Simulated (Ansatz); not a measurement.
Checking a run of Ansatz (an electronic-structure program) on Li₂MnSnS₄ (Pc, 16 atoms in the cell). The aim is a self-consistent single point with DFT, PBEsol, plane waves, default PAW files made with PBE.

Cell that was meant: a = 6.5878 Å, b = 6.9782 Å, c = 10.4666 Å, α = 90.00°, β = 128.80°, γ = 90.00°.

Part of the input:

Ansatz 0.2 input:
```yaml
    - { symbol: S, position: [0.212770, 0.831920, 0.479820] }
    - { symbol: S, position: [0.957170, 0.324550, 0.225040] }
    - { symbol: S, position: [0.957170, 0.675450, 0.725040] }
basis:
  ecutwfc: 210.0 eV
kpoints:
  mp_grid: { grid: [4, 3, 3] }
hamiltonian:
```

Log, with long lists cut:

```
   [... lines left out ...]
PAW frozen core: S, regenerated for the run's functional, and the local potential with it
Initial density: superposition of atomic densities (chi_scale 0.1, normalization cell, long waves kept (reshape's long-wave potential 0.06 eV rms))
Starting moments: Σ|m| = 8 μB on 2 of 16 sites
Initial wavefunctions: pseudopotential atomic-orbital guess
Eigensolver: davidson
Functional: x = pbesol(κ = 0.804, μ = 0.12345679012345678), c = pbesol(β = 0.046)
SCF iter   1: F=—  HF=-27522.142849 eV  |F-HF|=—  |Δ(HF+E_count)|=         —  Δρ=4.20e-2 (↑4.20e-2 ↓1.60e-2)  dr2=1.69e1  dr2_m=1.22e0  M=9.995 μB ∫|m|=9.996 μB  β_m=0.30  ethr=3.10e-3  ⟨swp⟩=6.2  Hψ=8545  notcnv=0  defer=99
Mixer restart at iter 1: flushing history
all-band conjugate gradients solve this SCF's bands
preconditioner: auto → Resta (q_TF=auto, 2.250 Å⁻¹)
   [... lines left out ...]
SCF iter  10: F=—  HF=-27519.681079 eV  |F-HF|=—  |Δ(HF+E_count)|=   3.99e-7  Δρ=2.41e-6 (↑2.41e-6 ↓1.69e-6)  dr2=6.72e-8  dr2_m=4.23e-9  M=9.999 μB ∫|m|=10.055 μB  β_m=0.98  ethr=9.78e-10  ⟨swp⟩=2.0  Hψ=3522  notcnv=0  defer=181
SCF iter  11: F=-27519.681080 eV  HF=-27519.681080 eV  |F-HF|=8.01e-9  |Δ(HF+E_count)|=   6.63e-8  Δρ=7.90e-7 (↑7.90e-7 ↓7.32e-7)  dr2=1.61e-8  dr2_m=2.89e-11  M=9.999 μB ∫|m|=10.055 μB  ethr=5.69e-11  ⟨swp⟩=12.2  Hψ=10006  notcnv=0
SCF 1 converged in 11 iterations: F = -27519.681080 eV  dr2 = 1.61e-8
WARN: an SCF from antiferromagnetic starting moments (0.00, 0.00, 0.00, 0.00, -4.40, 4.40, 0.00, 0.00, 0.00, 0.00, 0.00, 0.00, 0.00, 0.00, 0.00, 0.00 Bohr …
   [... lines left out ...]
Absolute magnetization: 10.0543 μB (∫|ρ↑−ρ↓|, with the PAW one-centre terms)
Free energy (F): -27519.681080 eV
Fermi energy:    4.432647 eV
   [... lines left out ...]
  atom  16  S      0.26360351     0.11957981    -0.19705732
--- Stress (GPa, compression-positive) ---
       -3.628788       0.000000      -0.008910
        0.000000      -3.399958       0.000000
       -0.008910       0.000000      -3.495705
  P = ⅓ Tr σ = -3.5082 GPa (-35.082 kbar)
  The stress holds the Pulay correction. Without it, at fixed plane waves, as pw.x and ABINIT print it: P = -51.3266 GPa
```

Problem. Is this run sound? If not, what is wrong?

Solution. The run is not sound. The fault is a basis or grid far too coarse for these potentials. The error of an incomplete plane-wave basis or grid does not cancel at such settings. To fix it, restore the cutoff that the potentials need and check convergence. The run converged in 11 iterations without an error; against the sound input the free energy goes up by 1.32 eV/atom, the pressure goes from -3.92 to -3.51 GPa, the largest force goes from 0.434 to 0.386 eV/Å and the size of the net moment stays at 0.62 μB/atom. At a fixed set of plane waves, without the program's Pulay estimate, the pressure is -51.33 GPa against -3.94 GPa.

The sound input it was made from differs as follows (other fixes are possible):
```diff
-basis:
-  ecutwfc: 210.0 eV
```

With that input, the run converged in 11 iterations: free energy E − TS (on the zero of these files) -27540.7889 eV; pressure -3.92 GPa; largest force (vector length) 0.434 eV/Å; size of the cell's spin moment 10.00 μB (DFT, PBEsol, plane waves, default PAW files made with PBE).

On the sound input: the starting cell comes from a database of computed structures (which also holds hypothetical and non-ambient phases and stackings), without a prior relaxation at this level. Its lattice was rescaled by a random factor within 2.5 % of one. The magnetic order is the one reached from the typed start; others were not searched systematically. The program warned that, by what it read of turns of the moments, another magnetic order lies lower. With a pressure of about -4 GPa the cell is away from its equilibrium volume at this level. Ansatz's pressure includes its estimate of the finite-basis (Pulay) stress.
